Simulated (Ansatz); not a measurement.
**Competing hops of O vacancy in hexagonal La2O3, charge state +2**

Defect: O vacancy in hexagonal La2O3, charge state +2. All values below come from PBE, PAW (plane waves to 420 eV; Ansatz, a quantum-chemistry and plane-wave program).

90-site cell at the relaxed PBE lattice, the Γ point alone, smearing 0.01 eV, spin-restricted, no finite-size correction. Static, classical nuclei. Spin-orbit coupling is left out. The charge state is imposed; whether it is stable for some Fermi level was not computed. Forms of the defect that were not tried may lie lower.

Barriers: single points on a 2×2×2 k-point mesh shifted by half a step along c at the bands' geometries.

```tsv
Route	Start site over the lowest site run (eV)	Hop (Å)	Forward barrier (eV)	Backward barrier (eV)	Neighbours at the start	Neighbours at the saddle	Saddle order	Forward, on the band's own sampling (eV)
a nearby O atom hops onto the vacant site	0.00	2.38	0.66	0.66	La at 2.37, La at 2.42, 2 La at 2.46; 2 O at 2.90 Å	2 La at 2.21 Å	not checked, on a symmetry element	0.67
```

Paths come from climbing-image nudged elastic band runs.  A band can be held on a symmetry element, so unchecked saddle points there may be too high. 1 more band(s) gave no usable saddle point.

The whole set of runs took around 1.7 core-hours (rough).
